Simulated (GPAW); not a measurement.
# A self-consistent single point of MgMnCoO₄ (P2/m, 7 atoms in the cell) with GPAW

Method of the run: LDA (Perdew-Wang 92)+U, GPAW PAW datasets LDA (gpaw-data 1.0.1) (plane waves; GPAW).

Input:

```python
from ase import Atoms
from ase.units import GPa
from gpaw import GPAW, PW, FermiDirac

atoms = Atoms(['Mg', 'Mn', 'Co', 'O', 'O', 'O', 'O'],
              cell=[[5.124570, 0.000000, 0.000000],
                    [0.000000, 2.849880, 0.000000],
                    [-0.670903, 0.000000, 5.562930]],
              positions=[[2.562285, 1.424940, 0.000000],
                         [2.226834, 0.000000, 2.781465],
                         [0.000000, 1.424940, 0.000000],
                         [3.978259, 0.000000, 0.656036],
                         [0.475408, 0.000000, 4.906894],
                         [1.511564, 1.424940, 1.706707],
                         [2.942103, 1.424940, 3.856223]],
              pbc=True)

atoms.set_initial_magnetic_moments([0.0, 4.0, 3.0, 0.0, 0.0, 0.0, 0.0])

calc = GPAW(spinpol=True,
            mode=PW(900),
            xc='LDA',
            setups={'Mn': ':d,3.9', 'Co': ':d,3.32'},
            kpts=(3, 7, 3),
            occupations=FermiDirac(0.01),
            nbands=-6,
            convergence={'bands': -4},
            symmetry={'symmorphic': False, 'tolerance': 0.0005},
            maxiter=120,
            txt='-')

atoms.calc = calc

energy = atoms.get_potential_energy()
print('Energy (eV):', round(energy, 6))
forces = atoms.get_forces()
print('Forces (eV/Ang):')
print(forces.round(5))
stress = atoms.get_stress()
print('Stress (GPa, Voigt):', (stress / GPa).round(4))
```

The program printed (abridged):

```
Input parameters:
  convergence: {bands: -4}
  kpts: [3 7 3]
  maxiter: 120
  mode: {ecut: 900.0000000000001,
         name: pw}
  nbands: -6
  occupations: {fixmagmom: False,
                name: fermi-dirac,
                width: 0.01}
  setups: {Co: :d,3.32,
           Mn: :d,3.9}
  spinpol: True
  symmetry: {symmorphic: False,
             tolerance: 0.0005}

species:
  Mg:
    name: Magnesium
    Z: 12.0
    valence: 10
    core: 2
    charge: 0.0
    file: Mg.LDA.gz

    # Using partial waves for Mg as LCAO basis

  Mn:
    name: Manganese
    Z: 25.0
    valence: 15
    core: 10
    charge: 0.0
    Hubbard: {U: 3.9,  # eV
              l: 2,
              scale: True}
    file: Mn.LDA.gz

    # Using partial waves for Mn as LCAO basis

  Co:
    name: Cobalt
    Z: 27.0
    valence: 9
    core: 18
    charge: 0.0
    Hubbard: {U: 3.32,  # eV
              l: 2,
              scale: True}
    file: Co.LDA.gz

    # Using partial waves for Co as LCAO basis

  O:
    name: Oxygen
    Z: 8.0
    valence: 6
    core: 2
    charge: 0.0
    file: O.LDA.gz

    # Using partial waves for O as LCAO basis

Reference energy: -82832.600968  # eV

Spin-polarized calculation.
Initial magnetic moment: 7.000000

Convergence criteria:
 Maximum [total energy] change in last 3 cyles: 0.0005 eV / valence electron
 Maximum integral of absolute [dens]ity change: 0.0001 electrons / valence electron
 Maximum integral of absolute [eigenst]ate change: 4e-08 eV^2 / valence electron
 Maximum number of scf [iter]ations: 120

Symmetries present (total): 4
Symmetries with fractional translations: 0
63 k-points: 3 x 7 x 3 Monkhorst-Pack grid
20 k-points in the irreducible part of the Brillouin zone
       k-points in crystal coordinates                weights
   0:     0.00000000    0.00000000    0.00000000          1/63
   1:     0.00000000    0.00000000    0.33333333          2/63
   2:     0.00000000    0.14285714    0.00000000          2/63
   [... 7 lines left out ...]
          ...
  19:     0.33333333    0.42857143    0.33333333          4/63

Wave functions: Plane wave expansion
  Cutoff energy: 900.000 eV
  Number of coefficients (min, max): 4952, 5006
  Pulay-stress correction: 0.000000 eV/Ang^3 (de/decut=0.000000)

Occupation numbers: Fermi-Dirac:
  width: 0.0100  # eV

Eigensolver

Densities:
  Coarse grid: 36*20*40 grid
  Fine grid: 72*40*80 grid
  Total Charge: 0.000000

Density mixing:
  Method: difference
  Backend: pulay
  Linear mixing parameter: 0.05
  old densities: 5
  Damping of long wavelength oscillations: 50

Hamiltonian:
  XC and Coulomb potentials evaluated on a 72*40*80 grid
  External potential:
    NoExternalPotential

Number of atoms: 7
Number of atomic orbitals: 46
Number of bands in calculation: 38
Number of valence electrons: 58
Bands to converge: 34

Density initialized from atomic densities
  38 bands from LCAO basis set

Atomic positions and initial magnetic moments

Positions:
   0 Mg     2.562285    1.424940    0.000000    ( 0.0000,  0.0000,  0.0000)
   1 Mn     2.226834    0.000000    2.781465    ( 0.0000,  0.0000,  4.0000)
   2 Co     0.000000    1.424940    0.000000    ( 0.0000,  0.0000,  3.0000)
   3 O      3.978259    0.000000    0.656036    ( 0.0000,  0.0000,  0.0000)
   4 O      0.475408    0.000000    4.906894    ( 0.0000,  0.0000,  0.0000)
   5 O      1.511564    1.424940    1.706707    ( 0.0000,  0.0000,  0.0000)
   6 O      2.942103    1.424940    3.856223    ( 0.0000,  0.0000,  0.0000)

Unit cell:
           periodic     x           y           z      points  spacing
  1. axis:    yes    5.124570    0.000000    0.000000    36     0.1413
  2. axis:    yes    0.000000    2.849880    0.000000    20     0.1425
  3. axis:    yes   -0.670903    0.000000    5.562930    40     0.1391

  Lengths:   5.124570   2.849880   5.603240
  Angles:   90.000000  96.876799  90.000000

Effective grid spacing dv^(1/3) = 0.1413

     iter     time        total  log10-change:  magmom
                         energy   eigst   dens
iter:   1 --:--:--   -57.369162   +0.56           +7.0058
iter:   2 --:--:--   -56.436477   -0.40  -1.01    +8.1522
iter:   3 --:--:--   -53.294986   -0.26  -1.07    +8.0434
iter:   4 --:--:--   -53.184162   -1.05  -1.36    +8.0437
iter:   5 --:--:--   -54.289687   -0.64  -1.43    +8.1298
iter:   6 --:--:--   -53.313582   -0.96  -1.51    +8.0444
   [... 20 lines left out ...]
iter:  27 --:--:--   -53.202910   -1.96  -1.77    +6.0018
iter:  28 --:--:--   -53.241605   -2.27  -1.90    +6.0003
iter:  29 --:--:--   -53.352741   -2.19  -1.96    +6.0010
iter:  30 --:--:--   -53.418952   -2.37  -1.98    +5.9999
iter:  31 --:--:--   -53.400749   -1.72  -1.98    +6.0000
iter:  32 --:--:--   -53.412308c  -2.37  -2.37    +6.0000
iter:  33 --:--:--   -53.422856c  -3.07  -2.51    +6.0000
iter:  34 --:--:--   -53.427232c  -3.64  -2.57    +6.0000
iter:  35 --:--:--   -53.444021c  -3.26  -2.54    +6.0000
iter:  36 --:--:--   -53.454407c  -3.45  -2.59    +6.0000
iter:  37 --:--:--   -53.455308c  -4.05  -2.63    +6.0000
   [... 54 lines left out ...]
iter:  92 --:--:--   -53.490820c  -6.73  -3.91    +6.0000
iter:  93 --:--:--   -53.490795c  -6.71  -3.84    +6.0000
iter:  94 --:--:--   -53.490793c  -6.90  -3.83    +6.0000
iter:  95 --:--:--   -53.490932c  -6.13  -3.81    +6.0000
iter:  96 --:--:--   -53.491004c  -5.93  -3.83    +6.0000
iter:  97 --:--:--   -53.491134c  -5.59  -4.10c   +6.0000
iter:  98 --:--:--   -53.491004c  -6.26  -4.36c   +6.0000
iter:  99 --:--:--   -53.491166c  -5.30  -4.33c   +6.0000
iter: 100 --:--:--   -53.491072c  -6.20  -3.90    +6.0000
iter: 101 --:--:--   -53.491117c  -6.34  -3.87    +6.0000
iter: 102 --:--:--   -53.491169c  -6.80  -4.02c   +6.0000
iter: 103 --:--:--   -53.491095c  -6.27  -4.03c   +6.0000
iter: 104 --:--:--   -53.491080c  -6.78  -3.88    +6.0000
iter: 105 --:--:--   -53.491160c  -6.47  -3.90    +6.0000
iter: 106 --:--:--   -53.491163c  -7.47c -4.04c   +6.0000

Converged after 106 iterations.

Dipole moment: (0.000002, -0.000000, -0.000000) |e|*Ang

Total magnetic moment: (0.000000, 0.000000, 6.000000)
Local magnetic moments:
   0 Mg ( 0.000000,  0.000000,  0.005088)
   1 Mn ( 0.000000,  0.000000,  3.817165)
   2 Co ( 0.000000,  0.000000,  1.925655)
   3 O  ( 0.000000,  0.000000, -0.018197)
   4 O  ( 0.000000,  0.000000, -0.018197)
   5 O  ( 0.000000,  0.000000,  0.015950)
   6 O  ( 0.000000,  0.000000,  0.015950)

Energy contributions relative to reference atoms: (reference = -82832.600968)

Kinetic:        +51.851087
Potential:      -49.369169
External:        +0.000000
XC:             -56.695723
Entropy (-ST):   +0.000000
Local:           +0.722641
SIC:             +0.000000
--------------------------
Free energy:    -53.491163
Extrapolated:   -53.491163

Spin contamination: 0.187707 electrons
Showing only first 2 kpts
                      Up                     Down
 Kpt  Band  Eigenvalues  Occupancy  Eigenvalues  Occupancy
  0    27      2.24916    1.00000      5.60959    0.00000
  0    28      2.35826    1.00000      6.46623    0.00000
  0    29      2.60200    1.00000      6.57269    0.00000
  0    30      2.99159    1.00000      7.40782    0.00000

  1    27      1.88825    1.00000      6.16242    0.00000
  1    28      2.24816    1.00000      6.48157    0.00000
  1    29      2.37376    1.00000      6.89108    0.00000
  1    30      2.82083    1.00000      7.19569    0.00000

Fermi level: 3.97125

Gap: 0.791 eV
Transition (v -> c):
  (s=0, k=0, n=31, [0.00, 0.00, 0.00]) -> (s=0, k=16, n=32, [0.33, 0.29, 0.33])
Direct/indirect transitions are different
Direct gap: 1.119 eV
Transition at: (s=1->0, k=6, n=25, [0.00, 0.43, 0.00])
Energy (eV): -53.491163

Forces in eV/Ang:
  0 Mg    0.00000    0.00000    0.00000
  1 Mn    0.00000    0.00000    0.00000
  2 Co    0.00000    0.00000    0.00000
  3 O     0.25238    0.00000   -0.44520
  4 O    -0.25238    0.00000    0.44520
  5 O     0.36915    0.00000    0.17470
  6 O    -0.36915    0.00000   -0.17470

Stress tensor:
     0.053393     0.000000     0.007631
     0.000000     0.081108     0.000000
     0.007631     0.000000     0.049697
Stress (GPa, Voigt): [ 8.5545 12.9949  7.9623  0.      1.2226  0.    ]
```

The run converged in 106 iterations. GPAW prints stress with tension positive.

At such cutoffs GPAW's stress carries a finite-basis (Pulay) error, which enters relaxed cells too; its log prints stress with tension positive.

The starting cell comes from a database of computed structures (which also holds hypothetical and non-ambient phases and stackings), without a prior relaxation at this level. The magnetic order is the one reached from the typed start; others were not searched systematically. With U or open f shells several self-consistent states can exist.

Cost on one core of a shared machine: roughly 10 min.
